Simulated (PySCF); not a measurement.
PySCF 2.14.0, WB97X/def2-tzvp, df: C[CH]F, charge +1, multiplicity 1, 7 atoms. The geometry is a generated start, not checked to be a minimum at this level.

```
Quantity                      Result
-------------------  ---------------
task                          energy
method                         wb97x
basis                      def2-tzvp
two-electron scheme  density fitting
mol.max_memory               3000 MB
mf.max_cycle                     100
mf.init_guess        minao (default)
mf.DIIS              CDIIS (default)
mf.diis_space            8 (default)
mf.conv_tol          1e-09 (default)
mf.grids.level           3 (default)
basis functions                  117
grid points                    81736
```

```xyz
7

C     -0.5899    -0.0797    -0.1535
C      0.7737     0.1398     0.1128
F      1.5414    -0.8045     0.4569
H     -1.0162     0.6713    -0.8271
H     -1.1610     0.0803     0.7890
H     -0.8246    -1.1197    -0.4125
H      1.2767     1.1125     0.0344
```

Charge 1 and multiplicity 1 are set for this test and not shown to be the ground state.

One run each on 2 threads, 1 BLAS thread. Values of level_shift (Hartree) tried: 0 (default), 0.1, 0.3, 1.

Predict the course of the Fock builds along this series.

Fewest Fock builds, within one of each other: 0 (default) with 12, 0.1 with 13. The count rises to 22 at 1. All converge to one solution.

```
level_shift (Hartree)  Fock builds            end
---------------------  -----------  -------------
0 (default)                     12  same solution
0.1                             13  same solution
0.3                             14  same solution
1                               22  same solution
```
